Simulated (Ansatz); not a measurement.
Consider Ba4Sb2O (space group I4/mmm, No. 139; a = 5.203 Å, c = 18.076 Å). Axes: x, y, z lie along a, b, c of the conventional cell.

Method: Ansatz (an electronic-structure program) PBEsol, without spin-orbit coupling, earlier PAW set.

Base values:

The band gap comes out as 0.53 eV and the electron mass is 0.80 mₑ along k, 0.12 mₑ across (at M). The shortest interatomic distance is 2.601 Å.

It is then changed as follows: uniaxial stress, 1 GPa compression along z, with the cell and atoms free to relax against it.

### Question
What does the calculation give for the band gap after the change?

### Answer
The band gap shrinks by 0.013 eV (0.53 eV → 0.51 eV).

### Question
What happens to the electron mass?

### Answer
The electron mass becomes 0.78 mₑ along k, 0.11 mₑ across (at M) (base: 0.80 mₑ along k, 0.12 mₑ across (at M)).

### Question
Estimate the effect on the shortest interatomic distance.

### Answer
The shortest interatomic distance rises by 0.011 Å to 2.612 Å.

With Sb present, leaving out spin-orbit coupling can change the band edges. Load acts through the strain it causes; cell and atoms are relaxed under it. Effective masses come from finite differences of ±0.01 Å⁻¹. Along k means along the line from Γ to the band edge. Beyond what the load breaks, stability against distortions was not tested.
